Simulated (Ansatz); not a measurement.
Base system: SiC in the wurtzite structure (space group P6_3mc, No. 186).

```cif
data_C2Si2
_chemical_formula_sum 'Si2 C2'
_space_group_name_H-M_alt 'P 1'
_space_group_IT_number 1
_cell_length_a 3.07530
_cell_length_b 3.07530
_cell_length_c 5.04821
_cell_angle_alpha 90.000
_cell_angle_beta 90.000
_cell_angle_gamma 120.000
loop_
_space_group_symop_operation_xyz
  'x, y, z'
loop_
_atom_site_label
_atom_site_type_symbol
_atom_site_fract_x
_atom_site_fract_y
_atom_site_fract_z
_atom_site_occupancy
Si1 Si 0.66667 0.33333 0.00050 1
Si2 Si 0.33333 0.66667 0.50050 1
C1 C 0.66667 0.33333 0.62470 1
C2 C 0.33333 0.66667 0.12470 1
```

Computed with r2SCAN (Ansatz, a program for electronic structure, PAW, no SOC).

Before the change:

```
Item                  Result
-------------------  -------
Lattice parameter a  3.075 Å
Band gap             2.65 eV
Smallest direct gap  4.48 eV
```

Modification: cell and atoms relaxed at a pressure of 15 GPa.

Q: What does the calculation give for the lattice parameter a, band gap and smallest direct gap after the change?

A: The lattice parameter a shrinks by 0.059 Å (3.075 Å → 3.016 Å); the band gap shrinks by 0.09 eV (2.65 eV → 2.56 eV); the smallest direct gap increases by 0.13 eV to 4.61 eV.

Load acts through the strain it causes; cell and atoms are relaxed under it. No phonon test of stability was made. No other phases were tried under pressure.
